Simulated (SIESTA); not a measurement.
Input and output of a self-consistent single point for RbH (Fm-3m, 2 atoms in the cell) (SIESTA).

Method of the run: LDA PW92, numerical atomic orbitals DZP, PseudoDojo LDA standard norm-conserving potentials (rewritten from UPF to PSML) (SIESTA).

```
RbH
1.0
    0.00000     2.98906     2.98906
    2.98906     0.00000     2.98906
    2.98906     2.98906     0.00000
Rb H
1 1
Direct
  0.50000   0.50000   0.50000
  0.00000   0.00000   0.00000
```

Reference input (self-consistent single point, DFT, LDA PW92, numerical atomic orbitals DZP, PseudoDojo LDA standard norm-conserving potentials (rewritten from UPF to PSML)): XC.functional = LDA; XC.authors = PW92; potentials = PseudoDojo LDA standard; PAO.BasisSize = DZP; PAO.EnergyShift = 0.01 Ry; MeshCutoff = 300 Ry; kgrid.MonkhorstPack = 7 7 7; OccupationFunction = FD; ElectronicTemperature = 10 K; MaxSCFIterations = 150; SCF.Mixer.Method = Pulay; SCF.Mixer.Weight = 0.25. This run's input differs from it in these lines:

```diff
@@ -33,3 +33,3 @@
 OccupationFunction           FD
-ElectronicTemperature        10 K
+ElectronicTemperature        5802.26 K
```

Log, with long lists cut:

```
        iscf     Eharris(eV)        E_KS(eV)     FreeEng(eV)     dDmax    Ef(eV) dHmax(eV)
   scf:    1     -750.753604     -752.136778     -752.167141  0.658002 -4.669958  4.949245
   scf:    2     -752.958127     -752.573897     -752.627006  0.081359 -4.243958  2.766343
   scf:    3     -752.828561     -752.750621     -752.852277  0.090454 -3.721311  0.167170
   scf:    4     -752.766168     -752.759168     -752.851239  0.016113 -3.818442  0.295564
   scf:    5     -752.750220     -752.755047     -752.853113  0.010027 -3.758840  0.013030
   scf:    6     -752.754865     -752.754957     -752.853117  0.002002 -3.754666  0.001701
   scf:    7     -752.754953     -752.754955     -752.853117  0.000003 -3.754652  0.001787
   scf:    8     -752.755038     -752.754996     -752.853117  0.000089 -3.754887  0.000009
   scf:    9     -752.754997     -752.754997     -752.853117  0.000002 -3.754884  0.000001
SCF Convergence by DM+H criterion
max |DM_out - DM_in|         :     0.0000019535
max |H_out - H_in|      (eV) :     0.0000007433
SCF cycle converged after 9 iterations

Using DM_out to compute the final energy and forces

siesta: E_KS(eV) =             -752.7550

siesta: E_KS - E_eggbox =      -752.7550

siesta: Atomic forces (eV/Ang):
     1    0.000000   -0.000000    0.000000
     2    0.000000    0.000000   -0.000000
   Tot    0.000000   -0.000000   -0.000000
   Max    0.000000
   Res    0.000000    sqrt( Sum f_i^2 / 3N )
   Max    0.000000    constrained

Stress tensor Voigt[x,y,z,yz,xz,xy] (kbar):       12.79       12.79       12.79       -0.00       -0.00       -0.00
(Free)E + p*V (eV/cell)     -753.2794
Target enthalpy (eV/cell)     -752.8531

siesta: Program's energy decomposition (eV):
siesta: FreeEng =      -752.853117

   [... lines left out ...]
siesta: Cell volume =         53.411392 Ang**3
siesta:         -12.78731099        -12.78731099  kBar
   [... lines left out ...]
               5px
   1  8.546   1.909   0.142   0.128   1.964   1.964   1.964   0.158   0.158
              0.158

Species: H
Atom  Qatom  Qorb
               1s      1s      2Ppy    2Ppz    2Ppx
   2  1.454   1.562  -0.134   0.009   0.009   0.009

mulliken: Qtot =       10.000

Mulliken Atomic Populations:
Atom #   charge [q] valence [e]  Species
     1     0.453986    8.546014  Rb
     2    -0.453986    1.453986  H
 Total    -0.000000
```

The run converged in 9 iterations. Against the reference run the free energy falls by 9.4 meV/atom, the pressure goes from -1.42 to -1.28 GPa and the gap on the mesh goes from 3.396 to 3.417 eV.

The starting cell comes from a database of computed structures (which also holds hypothetical and non-ambient phases and stackings), without a prior relaxation at this level. Its lattice was rescaled by up to half a per cent. Values carry the incompleteness of an atom-centred basis. The basis of the alkali or alkaline-earth atoms may lack their empty d shell, which can raise the gap.
